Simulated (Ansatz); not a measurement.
A periodic model of amorphous In24O39Lu2:

```
CELL_PARAMETERS angstrom
     10.14812    -0.07668    -0.22403
     -0.07668     9.76886     0.11747
     -0.22403     0.11747     9.57169
ATOMIC_POSITIONS crystal
  In 0.41326 0.81043 0.73117
  In 0.95843 0.11153 0.19851
  In 0.89074 0.79894 0.37055
  In 0.26763 0.96441 0.11319
  In 0.30978 0.10444 0.76006
  In 0.91995 0.43089 0.24422
  In 0.76117 0.53722 0.96209
  In 0.51035 0.88206 0.34645
  In 0.34077 0.46007 0.75451
  In 0.44058 0.67623 0.07392
  In 0.29500 0.53597 0.35304
  In 0.29457 0.30139 0.08079
  In 0.99040 0.27855 0.86009
  In 0.11810 0.60680 0.97188
  In 0.19057 0.23735 0.39998
  In 0.87898 0.12828 0.55828
  In 0.50520 0.22986 0.50778
  In 0.65279 0.57025 0.34079
  In 0.73008 0.87668 0.06865
  In 0.74778 0.40975 0.64882
  In 0.64250 0.22778 0.20294
  In 0.02780 0.88426 0.82025
  In 0.18199 0.92336 0.48451
  In 0.72401 0.80588 0.68847
  O  0.36722 0.33411 0.32988
  O  0.49575 0.27062 0.03619
  O  0.92116 0.90662 0.18087
  O  0.07759 0.74257 0.44534
  O  0.54212 0.80491 0.56880
  O  0.22496 0.90143 0.70090
  O  0.30322 0.88781 0.32669
  O  0.09926 0.43073 0.37314
  O  0.18325 0.14341 0.20380
  O  0.63413 0.69268 0.00745
  O  0.03676 0.66860 0.76973
  O  0.94007 0.58004 0.07622
  O  0.46261 0.64886 0.30046
  O  0.46301 0.88832 0.10919
  O  0.17842 0.40308 0.88196
  O  0.69247 0.78988 0.29012
  O  0.72133 0.09205 0.05740
  O  0.77122 0.34164 0.86977
  O  0.85163 0.90669 0.55474
  O  0.49297 0.99633 0.80456
  O  0.98175 0.28979 0.07810
  O  0.81947 0.88262 0.86715
  O  0.83708 0.23089 0.33216
  O  0.45016 0.28808 0.73143
  O  0.69324 0.18599 0.64020
  O  0.95140 0.35825 0.64259
  O  0.85652 0.57421 0.41889
  O  0.37926 0.64150 0.85903
  O  0.15306 0.82307 0.99607
  O  0.00716 0.09417 0.75227
  O  0.73239 0.59885 0.74368
  O  0.24122 0.12439 0.95218
  O  0.59756 0.42748 0.49459
  O  0.26224 0.54757 0.57263
  O  0.70734 0.44200 0.17569
  O  0.04346 0.08063 0.43303
  O  0.56278 0.09556 0.35453
  O  0.27367 0.53374 0.11970
  O  0.31387 0.12487 0.54186
  Lu 0.61305 0.17478 0.86991
  Lu 0.04486 0.56074 0.57362
```

Methods: PBE, scalar-relativistic without spin-orbit coupling (Ansatz, a quantum-chemistry and plane-wave program); r2SCAN, scalar-relativistic without spin-orbit coupling (Ansatz); HSE06, scalar-relativistic without spin-orbit coupling (Ansatz). Neutral PBE cell, which sets geometry, pressure and energy: sampling: a 2×2×2 Γ-centred mesh; Fermi-Dirac width 0.02 eV; no spin polarisation. Exact exchange is cut at the faces of this 10 Å cell, which leaves hybrid gaps a finite-size error.

The cell was made by melting and quenching with the CHGNet potential and then relaxed with DFT. O atoms were pushed apart under 1.9 Å during the dynamics, to hinder bonds among them. The hot cell started wider than the set density and was brought back towards it in steps. It is the lowest in DFT energy of 2 quenches. It is a model cell: composition and starting density were chosen by hand, and all elements were melted together. No dispersion term was used. Its density started from a set value of 6.73 and ended at 6.53 g/cm³. The quench (nominally 280 K/ps over its main leg) was far faster than any real one, so the model tends to hold more defects than a real film. One small periodic cell is one sample of the glass; other quenches scatter about these values. Volume and shape were free in the relaxation.

Give the pressure and the spacing of the highest filled and lowest empty levels.


| Quantity | Result |
|---|---|
| Pressure on a 2×2×2 Γ-centred mesh | 0.11 GPa |
| Largest force and stress component on that mesh (the relaxation ran on the zone centre alone) | 0.05 eV/Å and 0.2 GPa |
| Level gap on a 2×2×2 Γ-centred mesh (PBE) | 0.63 eV |
| Level gap at the zone centre (PBE) | 0.64 eV |
| Level gap at the zone centre (r2SCAN) | 1.09 eV |
| Level gap at the zone centre (HSE06) | 2.08 eV |
| Distance between the nearest levels spread over more than a fifth of the atoms or a third of the atoms of their main element (six at least) (PBE, zone centre) | 0.68 eV |

At PBE and the zone centre, how localised are the states just below and above the Fermi level (participation number: the atoms over which a state spreads)?

The highest filled state is spread over 6.7 atoms' worth, largest on O45, with weights by element (charge in smoothed Voronoi cells) O 0.95, In 0.04, Lu 0.01. The lowest empty state is spread over 61.2 atoms' worth, largest on In9, with weights by element (charge in smoothed Voronoi cells) O 0.56, In 0.42, Lu 0.02.

At PBE the levels at the filled edge of the gap are localised (band-tail or defect states).

Neighbours within In-In 3.12 Å, In-O 2.58 Å, In-Lu 3.62 Å, O-O 1.58 Å, O-Lu 2.78 Å, Lu-Lu 4.11 Å count as bonded. Two cations that share two anions don't count as bonded, nor two that share one unless they lie closer than In-In 3.04 Å, In-Lu 3.52 Å, Lu-Lu 4.00 Å.

Added carriers, by PBE, scalar-relativistic without spin-orbit coupling run with Ansatz on the zone centre alone. Charged cells keep the cell fixed and stand in a uniform background, with no image correction, at a width of 0.01 eV; where the count is odd the moment is locked at 1 μB, unless the neutral cell bore moments. Each starts from the undistorted neutral geometry alone. PBE's self-interaction favours spread-out carriers, so it can miss traps that a hybrid finds.

What happens at PBE when the cell takes an extra electron and the atoms relax?

Relaxation lowers the charged cell by 0.01 eV. The largest moves are In11 0.02 Å, O28 0.01 Å, O25 0.01 Å, O48 0.01 Å. The level that holds the added charge spreads over 61.2 atoms' worth, most on In9 (weight 0.03): a carrier spread over the cell. No bond crosses its cut-off with a change of over 0.15 Å (metal-metal contacts aside). Made neutral again at that geometry, the cell lies +0.01 eV from the neutral start.

What happens at PBE when the cell takes a hole and the atoms relax?

Relaxation lowers the charged cell by 0.21 eV. The largest moves are O31 0.33 Å, O33 0.28 Å, In2 0.23 Å, O25 0.18 Å. The level that was emptied spreads over 3.6 atoms' worth, most on O45 (weight 0.42): a localised (trapped) carrier, which neighbours of that atom can share. Bonds formed: In2-O41. Made neutral again at that geometry, the cell lies +0.54 eV from the neutral start (a closed shell was imposed there, with levels 0.06 eV apart, so this is an upper bound).
